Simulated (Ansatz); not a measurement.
# ZrGe (model structure, started from the NiAs type, P6₃/mmc, No. 194, 4 atoms in the cell)

Calculation: PBEsol (Ansatz, a program for electronic structure, plane waves, PAW).

Run with plane-wave cutoff 500 eV, 12×12×6 k mesh (along the axes of the cell as run), Fermi–Dirac smearing 0.05 eV, scalar-relativistic PAW data made under PBE.

Cell (relaxed at this level):

```xyz
4
Lattice="3.7614 0.0000 0.0000 -1.8807 3.2575 0.0000 0.0000 0.0000 6.7897" Properties=species:S:1:pos:R:3 pbc="T T T"
Zr     0.0000     0.0000     0.0000
Zr     0.0000     0.0000     3.3948
Ge     0.0000     2.1716     1.6974
Ge     1.8807     1.0858     5.0923
```

```json
{
 "band_gap": "zero (no gap)"
}
```

Note: the relaxation could raise the start's symmetry but not lower it, so the cell can be a saddle point.

Spin–orbit coupling is not included.

Static lattice: no zero-point or thermal effects.

A model structure was made by putting elements into a prototype or built by hand; it is no filed structure, need not be a known phase, and can be a saddle point held by its symmetry.
